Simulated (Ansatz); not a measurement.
Results of r²SCAN in Ansatz (PAW) for HfO₂ (P4₂/mnm, No. 136, 6 atoms in the cell; start mp-776532; a measured phase of this formula has another space group).

Numerical settings: plane-wave cutoff 600 eV, 8×8×12 k mesh (along the axes of the cell as run), scalar-relativistic PAW data made under PBE.

Computed at the level's own relaxed cell.

```
CELL_PARAMETERS angstrom
      4.83806     0.00000     0.00000
      0.00000     4.83806     0.00000
      0.00000     0.00000     3.22021
ATOMIC_POSITIONS crystal
  Hf 0.00000 0.00000 0.00000
  Hf 0.50000 0.50000 0.50000
  O  0.19492 0.80508 0.50000
  O  0.80508 0.19492 0.50000
  O  0.69492 0.69492 0.00000
  O  0.30508 0.30508 0.00000
```

### Question
Give the elastic tensor (Voigt notation, GPa, ions relaxed, in the Cartesian axes of the cell as printed).

### Answer

```
  285.1   200.0   153.8     0.0     0.0     0.0
  200.0   285.1   153.8     0.0     0.0     0.0
  153.8   153.8   488.2     0.0     0.0     0.0
    0.0     0.0     0.0   109.3     0.0     0.0
    0.0     0.0     0.0     0.0   109.3     0.0
    0.0     0.0     0.0     0.0     0.0   219.2
```

Note: the relaxation could not lower the start's symmetry, so the cell can be a saddle point above a distorted one.

Spin–orbit coupling is not included.

Static lattice: no zero-point or thermal effects.

A start named mp-… is a Materials Project structure, which need not be a measured phase.

Ansatz is a first-principles code.
